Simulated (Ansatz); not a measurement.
# TiC: response to strain

Base system: TiC in the rock salt structure (space group Fm-3m, No. 225; a = 4.2609 Å; relaxed with 0.1 eV smearing). Axes: x, y, z lie along the cube axes.

Strains are applied to the cell and any free atomic positions relax; under biaxial strain the out-of-plane vector relaxes too.

Level of theory: LDA/PAW in Ansatz (a first-principles code), scalar-relativistic without spin-orbit coupling.

| biaxial strain, plane normal [001], relaxed out of plane (%) | out-of-plane strain (%) |
|---|---|
| -3 | 1.39 |
| -2.5 | 1.15 |
| -2 | 0.91 |
| -1.5 | 0.68 |
| -1 | ? |
| -0.5 | 0.22 |
| 0 | 0.00 |

Q: Fit ε⊥ = −νε + γε² (strains in %) to the rows shown and predict the withheld row.

A: Least squares on the printed values gives ν = 0.44 (the biaxial Poisson response) and γ = 0.008 (largest residual 0.00 %); this predicts 0.45 %, and the run gives 0.45 %, in agreement.

Stability against distortions was not tested. The final runs are not spin-polarised.
